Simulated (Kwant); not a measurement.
Model system: In0.53Ga0.47As/In0.52Al0.48As stack with 1 barrier. One parabolic valley. Leads of mass 0.041 mₑ with the band edge at 0; grid 0.1 nm; bias 0.16 V, dropping linearly over the stack.

```csv
layer,thickness (nm),band offset (eV),mass (mₑ)
1,3.3,0.52,0.075
```

Constants are typed, rounded textbook-type inputs, not results; the design itself was drawn at random and stands for no fabricated device.

Kwant, one-band effective-mass tight-binding model in one dimension, coherent, no space charge.

Sweep values stay those of the base run.

The mass in the first barrier was swept, all else fixed.

```
mass in the first barrier (mₑ)  transmission at E = 0.4454 eV  transmission at E = 0.1109 eV  transmission at E = 0.2191 eV  transmission at E = 0.3273 eV
------------------------------  -----------------------------  -----------------------------  -----------------------------  -----------------------------
0.045                                                    0.36                          0.055                           0.12                           0.22
0.06                                                     0.24                          0.031                          0.069                           0.13
0.075                                                    0.17                          0.018                          0.041                          0.081
0.098                                                    0.11                         0.0084                          0.020                          0.043
```

From the first row to the last the transmission at E = 0.4454 eV goes from 0.36 to 0.11. From the first row to the last the transmission at E = 0.1109 eV goes from 0.055 to 0.0084.
